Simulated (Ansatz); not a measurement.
## Effect of Se → S on hypothetical P6_3mc GeSe

Consider GeSe (space group P6_3mc, No. 186; a = 4.710 Å, c = 5.685 Å; a hypothetical phase, not in the database extracts checked).

Modification: S takes the place of Se on all its sites; the structure is relaxed again.

Calculations: PBEsol in Ansatz (plane waves to 420 eV, PAW, spin-orbit coupling left out), earlier PAW set. Γ-centred 9×9×6 mesh, Fermi–Dirac width 0.05 eV, for the changed cell.

```json
[
 {"quantity": "volume per atom", "base": "27.31 Å³", "changed": "24.16 Å³", "shift": "-3.15 Å³"},
 {"quantity": "density", "base": "4.61 g/cm³", "changed": "3.60 g/cm³", "shift": "-1.01 g/cm³"},
 {"quantity": "c/a ratio", "base": "1.207", "changed": "1.198", "shift": "-0.009"},
 {"quantity": "space group", "base": "P6_3mc (No. 186)", "changed": "P6_3mc (No. 186)", "shift": "–"},
 {"quantity": "shortest interatomic distance", "base": "4.920 bohr", "changed": "4.679 bohr", "shift": "-0.241 bohr"},
 {"quantity": "band gap", "base": "0.54 eV", "changed": "0.59 eV", "shift": "+0.045 eV"},
 {"quantity": "smallest direct gap", "base": "0.89 eV", "changed": "1.06 eV", "shift": "+0.17 eV"},
 {"quantity": "width of the top valence band", "base": "2.43 eV", "changed": "2.85 eV", "shift": "+0.42 eV"}
]
```

Semilocal Kohn–Sham gaps tend to fall short of experiment. No phonon test of stability was made. As relaxed here, GeS is a hypothetical phase, not in the database extracts checked.

Ansatz is an electronic-structure program.
